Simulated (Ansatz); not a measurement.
A computed series for hypothetical Fm-3m WSe2: response to strain and stress

The parent structure is WSe2 (space group Fm-3m, No. 225; a = 6.262 Å; ferromagnetic; a hypothetical phase, not in the database extracts checked). Axes: x, y, z lie along the cube axes.

Strains are applied to the cell and any free atomic positions relax; under stress the whole cell relaxes.

Level of theory: r2SCAN (Ansatz, a quantum-chemistry and plane-wave program, PAW, no spin-orbit coupling).

Candidates:
(a) uniaxial stress, 8 GPa tension along z
(b) uniaxial stress, 1 GPa compression along x
(c) uniaxial strain ε_xx = −2.42 %

Notes on the quantities. energy relative to the base: free energy F.

**Question.** Order them by energy relative to the base, highest first.

**Answer.** (a) uniaxial stress, 8 GPa tension along z (+20 meV/atom), (c) uniaxial strain ε_xx = −2.42 % (+8.8 meV/atom), (b) uniaxial stress, 1 GPa compression along x (+0.3 meV/atom)

Other magnetic orders, which the real material may have, were not ruled out. Without a gap, meshes like the base's 13×13×13 leave anisotropic stresses uncertain by several tenths of a GPa, and small strain energies with them. Beyond what the load breaks, stability against distortions was not tested.
